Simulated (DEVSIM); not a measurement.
Structure: abrupt GaAs p-n junction, at 300 K.

| layer (left to right) | material | thickness (μm) | Nd (cm⁻³) | Na (cm⁻³) | τn (s) | τp (s) |
|---|---|---|---|---|---|---|
| 1 | GaAs | 0.350 | - | 3.1e16 | 6.3e-10 | 6.3e-10 |
| 2 | GaAs | 17.0 | 5.1e15 | - | 6.3e-10 | 6.3e-10 |

Left contact: ohmic. Right contact: ohmic. Voltage is applied to the left contact. Recombination: SRH at mid-gap. Mobility is μmin + (μ − μmin)/(1 + (N/Nref)^α).

This is a model device: material constants are rounded textbook-type values typed into the input, and sizes, dopings and lifetimes were drawn at random. Values at 300 K.

```tsv
parameter	GaAs
gap (eV)	1.424
affinity (eV)	4.07
permittivity	12.9
Nc (cm⁻³)	4.7e17
Nv (cm⁻³)	9e18
μn (cm²/Vs)	8500
μp (cm²/Vs)	400
μn,min	500
μp,min	20
Nref,n	6e16
Nref,p	1.5e17
αn	0.39
αp	0.38
```

Model (solved in DEVSIM): 1D drift-diffusion, Boltzmann statistics, complete ionisation; no tunnelling, impact ionisation, image-force lowering or self-heating.

Tabulate band edges, carrier densities and field at 1.05 V on the left contact.

Energies count from the Fermi level of the right contact; mesh points crowd at the junctions.

```
x (μm)   Ec (eV)  Ev (eV)  n (cm⁻³)  p (cm⁻³)  field (V/cm)
-------  -------  -------  --------  --------  ------------
0.000      0.227   -1.197     < 1e2    3.1e16           ≈ 0
0.02466    0.227   -1.197    3.4e12    3.1e16           ≈ 0
0.06762    0.227   -1.197    9.3e12    3.1e16           ≈ 0
0.1518     0.227   -1.196    2.1e13    3.1e16           ≈ 0
0.2738     0.226   -1.198    4.0e13    2.9e16          -790
0.3226     0.214   -1.210    7.2e13    1.8e16         -5100
0.3475     0.195   -1.229    1.6e14    8.7e15        -11000
0.3825     0.160   -1.264    6.0e14    2.3e15         -7800
0.4390     0.129   -1.295    2.1e15    6.6e14         -3800
0.5611     0.108   -1.316    4.7e15    2.6e14          -550
0.7958     0.105   -1.319    5.3e15    1.7e14           ≈ 0
1.574      0.106   -1.318    5.2e15    5.9e13            11
2.819      0.107   -1.317    5.1e15    1.1e13           ≈ 0
5.513      0.109   -1.315    5.1e15    2.6e11           ≈ 0
11.70      0.113   -1.311    5.1e15     5.5e7           ≈ 0
14.65      0.115   -1.309    5.1e15    970000           ≈ 0
16.01      0.116   -1.308    5.1e15    150000           ≈ 0
16.72      0.117   -1.308    5.1e15     46000           ≈ 0
17.12      0.117   -1.307    5.1e15     15000           ≈ 0
17.25      0.117   -1.307    5.1e15      6500           ≈ 0
17.32      0.117   -1.307    5.1e15      2300           ≈ 0
17.35      0.117   -1.307    5.1e15     < 1e2           ≈ 0
```
